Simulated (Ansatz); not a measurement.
The parent structure is InSb in the zinc blende structure (space group F-43m, No. 216; a = 6.556 Å). Axes: x, y, z lie along the cube axes.

Level of theory: r2SCAN (Ansatz, a program for electronic structure), no spin-orbit coupling.

Strains are applied to the cell and any free atomic positions relax; under biaxial strain the out-of-plane vector relaxes too.

One change was made to it. Results:

```tsv
quantity	base	after
pressure (mean of the normal stresses, compression positive)	0.0 GPa	1.4 GPa
energy relative to the base (free energy F)	0 meV/atom	+14 meV/atom
shortest interatomic distance	2.839 Å	2.812 Å
```

Which of these changes matches the shifts?
(A) isotropic strain +2.45 %
(B) isotropic strain +0.82 %
(C) uniaxial strain ε_zz = −5.40 %
(D) uniaxial strain ε_xx = −1.56 %
(E) biaxial strain −3.11 %, plane normal [001], relaxed out of plane

E, biaxial strain −3.11 %, plane normal [001], relaxed out of plane. For comparison, the energy relative to the base in the other runs: isotropic strain +2.45 % gives +24 meV/atom; uniaxial strain ε_xx = −1.56 % gives +1.7 meV/atom; isotropic strain +0.82 % gives +2.8 meV/atom; uniaxial strain ε_zz = −5.40 % gives +21 meV/atom.

Whether these cells are dynamically stable was not tested. All final runs are without spin polarisation.
